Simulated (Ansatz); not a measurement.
We consider fluorite AuAl2, described by r²SCAN (plane waves, PAW; Ansatz, a quantum-chemistry and plane-wave program).

Run with plane-wave cutoff 600 eV, 12×12×12 k mesh, Fermi–Dirac smearing 0.1 eV, finite displacements, scalar-relativistic PAW data made under PBE.

The cell has the measured lattice parameters. Conventional cell: a = 6.0000 Å, b = 6.0000 Å, c = 6.0000 Å, α = 90.00°, β = 90.00°, γ = 90.00°.

Harmonic phonon frequencies (cm⁻¹; i marks an imaginary mode):

```tsv
q point	frequencies
Γ	0 0 0 233 233 233 265 265 265
X	94 94 126 213 220 220 296 307 307
L	64 64 126 256 256 268 268 279 291
```

No imaginary mode appears at these points.

Note: the cell isn't this level's own, so it is under some stress, which shifts stiffness and frequencies.
